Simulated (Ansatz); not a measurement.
Defect migration in corundum: interstitial H, charge state +1. These are PBE, PAW (plane waves to 420 eV; Ansatz, a quantum-chemistry and plane-wave program) values and carry that method's errors.

120-site cell at the relaxed PBE lattice, the Γ point alone, smearing 0.01 eV, spin-restricted, no finite-size correction. No zero-point or tunnelling terms. The charge state is imposed; whether it is stable for some Fermi level was not computed. Sites that were not tried may lie lower.

Barriers: single points on a 2×2×2 k-point mesh shifted by half a step along c at the bands' geometries.

The step: a direct jump of one H atom; the atom moves 1.72 Å along (0.09, 0.39, 0.00) of the unit cell; the moving atom starts with neighbours Al at 2.05, Al at 2.13; O at 1.01, O at 1.71, O at 2.17 Å and ends with Al at 2.05, Al at 2.13; O at 1.01, O at 1.71, O at 2.17 Å.

### Question
Predict the migration barrier of this step from PBE, PAW.

### Answer
0.79 eV, the same both ways. At the saddle the moving atom has neighbours Al at 1.81, Al at 2.19; 2 O at 1.30, O at 1.96 Å. The check of the saddle point's order was inconclusive.
